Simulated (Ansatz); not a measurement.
Mg: stress against strain

Mg (hcp, P6_3/mmc, 22.973 Å³/atom at rest, c along z) under a strain ε along c (axis z), the other axes held. PBE in Ansatz, a plane-wave DFT program (PAW, default set), 420 eV, 21×21×11 Γ-centred mesh, Fermi-Dirac smearing 0.10 eV; ions are relaxed within the symmetry of each cell. Stress is positive for a compressed cell.

Here s stands for strain and y for stress zz.

```
strain (%)  stress zz (GPa)
----------  ---------------
-1.50                  1.04
-1.00                  0.68
-0.50                  0.34
0.00                   0.00
0.50                  -0.33
1.00                  -0.65
1.50                  -0.96
3.00                      ?
```

Question: Fit y against s with a straight line, and predict the withheld value at s = 3.00.

Answer: Means: s 0, y 0.017. About the means, the sum of products is -4.6650 and the sum of squares of s is 7.0000; the slope is their ratio. Least squares gives y = 0.017 - 0.6664·s. Residuals (row less fit): 0.023, -0.003, -0.010, -0.017, -0.014, -0.001, 0.023; standard error 0.018 (degrees of freedom: 5). The slope gives the elastic constant C33 = 67 ± 0.7 GPa. At the withheld row, y = 0.017 - 0.6664 × 3.0 = -1.982 GPa. The calculation gives -1.82 GPa, 0.162 GPa above the prediction (5.7 % of the range of y in the table). The row lies outside the fitted rows, so this is an extrapolation. From the scatter of the fitted rows alone, a prediction at this place has a standard error of 0.028 GPa, so the miss is 5.8 times that.

One order more, fitted to all 13 runs of the series, follows each within 0.01, so the miss is the next term of a smooth law. In a metal these values are sensitive to mesh and smearing; energies are taken to zero smearing, stresses follow the free energy. Rows are the converged runs of the series near zero and its far end; series whose fitted rows scatter by over a few per cent of the range, as at a crossing or softening among them, aren't shown in this form. Most that stay on the fit to the last digits aren't either.
